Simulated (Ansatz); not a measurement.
The starting structures come from a database of crystals and need not be the phases stable at ambient conditions.

 Where the default PAW files enter, the runs use the earlier of Ansatz's two default sets.

Given:

```xyz
6
Lattice="3.3742 0.0000 0.0000 0.0000 3.3934 0.0000 0.0000 1.6967 5.4133" Properties=species:S:1:pos:R:3 pbc="T T T"
Na     2.5307     1.6967     1.7139
Na     0.8436     3.3934     3.6994
H      2.5307     1.6967     4.9893
H      0.8436     3.3934     0.4240
O      0.8436     3.3934     1.3946
O      2.5307     1.6967     4.0187
```

Space group of this cell: Cmcm. The cell was relaxed by PBE-D3(BJ).

Transport runs along the normal of the first two printed cell vectors.

No gap correction and no spin-orbit coupling; mid-gap values are interpolated between computed energies.

### Question
Give the band gap and the smallest decay constant κ at mid-gap that PBEsol (Ansatz, a program for electronic structure) yields.

### Answer
Gap 3.02 eV on a 10×10×10 mesh; κ = 0.407 1/Å, at the zone centre.
